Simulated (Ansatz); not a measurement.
**Input and output of a self-consistent single point for Rh (Fm-3m, 1 atom in the cell) (Ansatz, a program for electronic structure)**

Computed with PBE (plane waves, PAW; Ansatz).

The input file:

Ansatz 0.2 input:
```yaml
crystal:
  lattice:
    - [0.000000, 1.909500, 1.909500]
    - [1.909500, 0.000000, 1.909500]
    - [1.909500, 1.909500, 0.000000]
  atoms:
    - { symbol: Rh, position: [0.000000, 0.000000, 0.000000] }
basis:
  ecutwfc: 420.0
kpoints:
  mp_grid:
    grid: [15, 15, 15]
hamiltonian:
  xc: pbe
  pseudopotentials:
    kind: paw
scf:
  occupations:
    method: fermi_dirac
    width: 0.1
output:
  forces: true
  eigenvalues: true
  stress: true
```

Output, abridged:

```
WARN ansatz: RAYON_NUM_THREADS=1 ignored (pool sized by the plan → 1); use --threads N
Pseudopotentials: kind: paw
Pseudopotential: Rh, paw, valence charge 17
Crystal: 1 atoms, lattice volume = 13.925 Å³
Basis set: ecut = 420 eV, 283 PW (Γ), exchange–correlation on 40×40×40 points (8 copies of the dense FFT grid, shifted against one another)
Bands: 13, of which v1, the nominal top of the filled ones, is band 9 counted from 1 (8 counted from 0)
Symmetry: 48 space group operations
Space group: Fm-3m (ITA 225), of the structure as read, at distance tolerance 2.4e-5 Å
k-points: 120 of 3375
Initial density: superposition of atomic densities (neutral atoms: chi_scale 0, normalization atom), corrected by the library's trained network
Initial wavefunctions: pseudopotential atomic-orbital guess
Eigensolver: davidson
Functional: x = pbe(κ = 0.804, μ = 0.2195149727645171), c = pbe(β = 0.06672455060314922)
SCF iter   1: F=—  HF=-6402.910302 eV  |F-HF|=—  |Δ(HF+E_count)|=         —  Δρ=2.74e-3  dr2=2.63e-4  ethr=1.77e-3  ⟨swp⟩=4.9  Hψ=8570  notcnv=0
all-band conjugate gradients solve this SCF's bands
preconditioner: auto → none
SCF iter   2: F=—  HF=-6402.910476 eV  |F-HF|=—  |Δ(HF+E_count)|=   1.74e-4  Δρ=1.40e-3  dr2=5.46e-5  ethr=1.55e-6  ⟨swp⟩=2.8  Hψ=3704  notcnv=0
SCF iter   3: F=—  HF=-6402.910496 eV  |F-HF|=—  |Δ(HF+E_count)|=   1.99e-5  Δρ=6.45e-4  dr2=1.18e-5  ethr=3.21e-7  ⟨swp⟩=2.1  Hψ=2143  notcnv=0
SCF iter   4: F=—  HF=-6402.910507 eV  |F-HF|=—  |Δ(HF+E_count)|=   1.06e-5  Δρ=6.36e-5  dr2=1.73e-7  ethr=6.95e-8  ⟨swp⟩=2.5  Hψ=2431  notcnv=0
iter 5 did not close the SCF: its close was put off for the readings that it lacked (scf_convergence_deferred on its scf_iter line)
SCF iter   5: F=-6402.910507 eV  HF=-6402.910507 eV  |F-HF|=4.67e-10  |Δ(HF+E_count)|=   5.79e-8  Δρ=6.72e-6  dr2=1.64e-9  ethr=1.02e-9  ⟨swp⟩=2.5  Hψ=2268  notcnv=0
SCF iter   6: F=-6402.910507 eV  HF=-6402.910507 eV  |F-HF|=2.14e-10  |Δ(HF+E_count)|=  2.39e-10  Δρ=2.73e-6  dr2=4.29e-10  ethr=9.63e-12  ⟨swp⟩=1.5  Hψ=4663  notcnv=0
SCF 1 converged in 6 iterations: F = -6402.910507 eV  dr2 = 4.29e-10
SCF converged after 6 iterations
Free energy (F): -6402.910507 eV
Harris-Foulkes:  -6402.910507 eV  (|F-HF|=2.14e-10)
Internal energy: -6402.865573 eV  (E = F + TS)
E sigma→0 (E₀):  -6402.888040 eV
Entropy (-TS):   -0.044934 eV (-44.934 meV/atom)
Fermi energy:    22.020668 eV
--- Per-component energies (eV) ---
  E_band       = -90.580905
  E_kinetic    = 573.090251
  E_local      = -1578.798258  (includes V_loc(G=0)·N_el)
  E_nonlocal   = 354.524457
  E_hartree    = 555.076994
  E_xc         = -221.881017
  E_vxc        = -278.546648  (∫ρ·V_xc dr)
  E_paw        = -3586.856845  (= ΣΔE_a)
  E_vpaw       = -271.006073  (= ΣTr[D̂ρ^β])
  E_aug_tail   = 0.000875  (compensation charges beyond the density's cutoff)
  E_ewald      = -2498.022029
  E_smearing   = -0.044934  (= −TS)
  E_closure    = 0.000000  (closes the sum)
  Σ components = -6402.910507   (vs F -6402.910507, Δ=0.00e0)
--- Forces (eV/Å), atoms counted from 1 ---
  atom   1  Rh    -0.00000000     0.00000000    -0.00000000
  max |Σ_I F_I| component: 1.31e-31 eV/Å
--- Stress (GPa, compression-positive) ---
        2.623653      -0.000000       0.000000
       -0.000000       2.623653      -0.000000
        0.000000      -0.000000       2.623653
  P = ⅓ Tr σ = 2.6237 GPa (26.237 kbar)
  The stress holds the Pulay correction. Without it, at fixed plane waves, as pw.x and ABINIT print it: P = 2.5116 GPa
--- Band table (eV; the first three rows and the last of 120) ---
  k-point 0: bands = ["-56.8152", "-24.2993", "-24.2993", "-24.2993", "14.1587", "19.0073", "19.0073", "19.0073", "21.0511", "21.0511", "37.8439", "43.1101", "43.1101"]
  k-point 1: bands = ["-56.8106", "-24.3306", "-24.3035", "-24.3035", "14.3352", "18.9308", "19.0758", "19.0758", "21.0137", "21.0137", "38.0917", "42.2093", "43.3637"]
  k-point 2: bands = ["-56.7976", "-24.4186", "-24.3155", "-24.3155", "14.8306", "18.7576", "19.2411", "19.2411", "20.9500", "20.9500", "38.7105", "40.4488", "44.0880"]
  k-point 119: bands = ["-56.6736", "-24.7787", "-24.7468", "-24.5559", "17.1139", "18.0268", "18.5765", "20.8735", "22.9207", "31.2276", "31.2822", "33.5064", "34.9803"]
```

The run converged in 6 iterations.

The starting cell has typed, rounded lattice constants, without a prior relaxation at this level. Its lattice was rescaled by up to half a per cent. Spin polarisation is off. Ansatz's pressure includes its estimate of the finite-basis (Pulay) stress.
